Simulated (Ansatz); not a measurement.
The parent structure is HgTe in the zinc blende structure (space group F-43m, No. 216).

```cif
data_HgTe
_chemical_formula_sum 'Hg1 Te1'
_space_group_name_H-M_alt 'P 1'
_space_group_IT_number 1
_cell_length_a 4.55023
_cell_length_b 4.55023
_cell_length_c 4.55023
_cell_angle_alpha 60.000
_cell_angle_beta 60.000
_cell_angle_gamma 60.000
loop_
_space_group_symop_operation_xyz
  'x, y, z'
loop_
_atom_site_label
_atom_site_type_symbol
_atom_site_fract_x
_atom_site_fract_y
_atom_site_fract_z
_atom_site_occupancy
Hg1 Hg 0.00000 0.00000 0.00000 1
Te1 Te 0.25000 0.25000 0.25000 1
```

The values are results of Ansatz (a program for electronic structure) LDA, scalar-relativistic without spin-orbit coupling, not measurements.

For the base:

Pressure: 0.0 GPa
Band gap: zero

One thing is altered: an isotropic linear strain of −1.00 %, atoms relaxed at fixed cell.

Question: What does the calculation give for the energy relative to the base, pressure and band gap after the change?

Answer: The energy rises by 4.6 meV/atom; the pressure goes from zero to 1.5 GPa; the band gap is still zero.

The mesh was chosen for an insulator and is coarse for the gapless case. With Hg and Te present, leaving out spin-orbit coupling can change the band edges. Stability against distortions was not tested. All final runs are without spin polarisation. The zero or small gap of HgTe can change with the level of theory.
